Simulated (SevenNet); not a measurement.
## Cubic perovskite BaZrO3

Computed with the machine-learned potential SevenNet-0 (trained on PBE and PBE+U data).

Cell (relaxed at this level):

```cif
data_BaO3Zr
_chemical_formula_sum 'Ba1 Zr1 O3'
_space_group_name_H-M_alt 'Pm-3m'
_space_group_IT_number 221
_space_group_name_Hall '-P 4 2 3'
_cell_length_a 4.25447
_cell_length_b 4.25447
_cell_length_c 4.25447
_cell_angle_alpha 90.000
_cell_angle_beta 90.000
_cell_angle_gamma 90.000
loop_
_atom_site_label
_atom_site_type_symbol
_atom_site_symmetry_multiplicity
_atom_site_Wyckoff_symbol
_atom_site_fract_x
_atom_site_fract_y
_atom_site_fract_z
_atom_site_occupancy
Ba1 Ba 1 a 0.00000 0.00000 0.00000 1
Zr1 Zr 1 b 0.50000 0.50000 0.50000 1
O1 O 3 c 0.00000 0.50000 0.50000 1
```

```yaml
bulk_modulus: 152 GPa
```

Measured, for comparison: bulk modulus 189 GPa (temperature not stated, not corrected to a static lattice; as tabulated in Sepliarsky et al. (2023), arXiv:2212.03924). Computed (rounded) less measured: bulk modulus -20 %.

A machine-learned potential is trained on density-functional data: it inherits that level's misses and adds fitting errors of its own.

Note: the model gives imaginary modes for this phase (in the spectrum interpolated from a supercell).
